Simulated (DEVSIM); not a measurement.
Device: double heterostructure, GaAs between p- and n-type Al0.2Ga0.8As, at 300 K.

Layer 1 from the left is Al0.2Ga0.8As, thickness (μm) 0.960, Nd (cm⁻³) 1.1e17, τn (s) 1.4e-9, τp (s) 1.4e-9. Layer 2 from the left is GaAs, thickness (μm) 0.140, Na (cm⁻³) 6.1e15, τn (s) 1.4e-9, τp (s) 1.4e-9. Layer 3 from the left is Al0.2Ga0.8As, thickness (μm) 0.760, Na (cm⁻³) 7e17, τn (s) 1.4e-9, τp (s) 1.4e-9.

Left contact: ohmic. Right contact: ohmic. Voltage is applied to the left contact. Recombination: SRH at mid-gap, radiative. Mobility is μmin + (μ − μmin)/(1 + (N/Nref)^α).

The device is made up for the run: typed textbook-type constants, with dimensions and the other settings drawn at random. Values at 300 K.

Al0.2Ga0.8As: gap (eV) 1.6734, affinity (eV) 3.912, permittivity 12.33, Nc (cm⁻³) 6.04e17, Nv (cm⁻³) 9e18, μn (cm²/Vs) 4980, μp (cm²/Vs) 250, μn,min 500, μp,min 20, Nref,n 6e16, Nref,p 1.5e17, αn 0.39, αp 0.38, B (cm³/s) 2e-10. GaAs: gap (eV) 1.424, affinity (eV) 4.07, permittivity 12.9, Nc (cm⁻³) 4.7e17, Nv (cm⁻³) 9e18, μn (cm²/Vs) 8500, μp (cm²/Vs) 400, μn,min 500, μp,min 20, Nref,n 6e16, Nref,p 1.5e17, αn 0.39, αp 0.38, B (cm³/s) 2e-10.

DEVSIM, 1D drift-diffusion, Boltzmann statistics, complete ionisation; no tunnelling, impact ionisation, image-force lowering or self-heating. Band offsets follow the typed affinities; no thermionic-emission limit at abrupt steps, no polarisation charge.

### Question
What does the simulation give for the dark forward voltage at 1 A/cm², the potential step across the device at zero bias, the dark forward voltage at 100 A/cm²?

### Answer
dark forward voltage at 1 A/cm² 1.085 V; potential step across the device at zero bias 1.563 V; dark forward voltage at 100 A/cm² 1.280 V.
